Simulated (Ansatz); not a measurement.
CsPbCl₃ (Pm-3m), r2SCAN with spin-orbit coupling, rigid bands in Ansatz (a program for electronic structure): N_c = 2.42e18 cm⁻³ at 300 K and an electron conductivity mass of 0.221 mₑ.

**Question.** For 1e16 electrons per cm³ at 300 K, place the Fermi level, estimate the Seebeck coefficient of a parabolic band with constant τ, and give mobility and conductivity for τ = 5 fs.

**Answer.** The level lies k_BT ln(N_c/n) = 0.142 eV below the conduction-band minimum. S ≈ −(k_B/e)[ln(N_c/n) + 5/2] = -688 μV/K, against -685 μV/K from the full bands (mean over directions). μ = eτ/m = 39.8 cm²/(V·s) and σ = neμ = 0.0638 S/cm. τ is assumed, not computed.

Band transport and this doping are assumed; polarons and phonon drag are left out.

CsPbCl3 (Pm-3m): a high-temperature phase held by its symmetry.
